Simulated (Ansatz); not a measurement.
C_N in wurtzite AlN: one set of geometries, relaxed with PBE, evaluated in Ansatz (PAW, plane waves to 420 eV, 500 eV under r2SCAN) with PBE, r2SCAN.

Set-up: 96-site cell; 2×2×2 shifted k-points; start: the N site; charged states image-corrected; energies good to tenths of an eV; flagged in the runs: a host whose relaxation on this sampling wasn't shown to rest.

```
quantity                                                               PBE  r2SCAN
--------------------------------------------------------------------  ----  ------
host gap (eV)                                                         4.03    4.67
ε(0/−1) above the VBM (eV)                                            0.91    1.19
neutral formation energy against graphite, N2 molecule in a box (eV)  4.82    5.01
largest moment on one atom at charge 0 (μB)                           0.33    0.37
```

PBE narrows the gap by 0.64 eV against r2SCAN, the highest level run, and puts the levels 0.28 eV lower above the valence-band maximum on average.

Ansatz is an electronic-structure program.
